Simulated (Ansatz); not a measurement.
## A computed series for BP: response to strain

Take BP in the zinc blende structure (space group F-43m, No. 216; a = 4.520 Å) as the base. Axes: x, y, z lie along the cube axes.

Strains are applied to the cell and any free atomic positions relax.

Computed with DFT with PBEsol, PAW potentials and a 420 eV plane-wave cutoff in Ansatz (an electronic-structure program), no spin-orbit coupling.

Notes on the quantities. pressure: mean of the normal stresses, compression positive.

```json
[
 {"case": "base", "electron mass": "1.3 mₑ along k, 0.22 mₑ across (off the special points)", "band gap": "1.11 eV", "smallest direct gap": "3.38 eV", "pressure": "-0.01 GPa", "shortest interatomic distance": "1.957 Å"},
 {"case": "uniaxial strain ε_zz = −3.00 %", "electron mass": "1.2 mₑ along k, 0.22 mₑ across (off the special points)", "band gap": "(withheld)", "smallest direct gap": "3.13 eV", "pressure": "(withheld)", "shortest interatomic distance": "1.938 Å"},
 {"case": "uniaxial strain ε_zz = −2.50 %", "electron mass": "1.2 mₑ along k, 0.22 mₑ across (off the special points)", "band gap": "0.70 eV", "smallest direct gap": "3.17 eV", "pressure": "4.48 GPa", "shortest interatomic distance": "1.941 Å"},
 {"case": "uniaxial strain ε_zz = −2.00 %", "electron mass": "1.2 mₑ along k, 0.22 mₑ across (off the special points)", "band gap": "0.78 eV", "smallest direct gap": "3.21 eV", "pressure": "3.54 GPa", "shortest interatomic distance": "1.944 Å"},
 {"case": "uniaxial strain ε_zz = −1.50 %", "electron mass": "1.3 mₑ along k, 0.22 mₑ across (off the special points)", "band gap": "0.86 eV", "smallest direct gap": "3.25 eV", "pressure": "2.62 GPa", "shortest interatomic distance": "(withheld)"},
 {"case": "uniaxial strain ε_zz = +0.50 %", "electron mass": "1.3 mₑ along k, 0.22 mₑ across (off the special points)", "band gap": "1.10 eV", "smallest direct gap": "3.35 eV", "pressure": "-0.84 GPa", "shortest interatomic distance": "1.961 Å"},
 {"case": "uniaxial strain ε_zz = +1.00 %", "electron mass": "1.2 mₑ along k, 0.22 mₑ across (off the special points)", "band gap": "1.07 eV", "smallest direct gap": "3.31 eV", "pressure": "-1.66 GPa", "shortest interatomic distance": "1.964 Å"},
 {"case": "uniaxial strain ε_zz = +2.00 %", "electron mass": "1.2 mₑ along k, 0.22 mₑ across (off the special points)", "band gap": "1.01 eV", "smallest direct gap": "3.25 eV", "pressure": "-3.24 GPa", "shortest interatomic distance": "1.970 Å"},
 {"case": "uniaxial strain ε_zz = +2.50 %", "electron mass": "1.2 mₑ along k, 0.22 mₑ across (off the special points)", "band gap": "0.98 eV", "smallest direct gap": "3.22 eV", "pressure": "-4.01 GPa", "shortest interatomic distance": "1.974 Å"},
 {"case": "uniaxial strain ε_zz = +3.00 %", "electron mass": "1.2 mₑ along k, 0.22 mₑ across (off the special points)", "band gap": "0.95 eV", "smallest direct gap": "3.19 eV", "pressure": "(withheld)", "shortest interatomic distance": "1.977 Å"}
]
```

Q: Complete the table.

A: 
- uniaxial strain ε_zz = −3.00 %, band gap: 0.61 eV
- uniaxial strain ε_zz = −3.00 %, pressure: 5.44 GPa
- uniaxial strain ε_zz = −1.50 %, shortest interatomic distance: 1.948 Å
- uniaxial strain ε_zz = +3.00 %, pressure: -4.75 GPa

Effective masses come from finite differences of ±0.01 Å⁻¹. Along k means along the line from Γ to the band edge. Whether these cells are dynamically stable was not tested. Labels are those of the standard path for the cell's own space group.
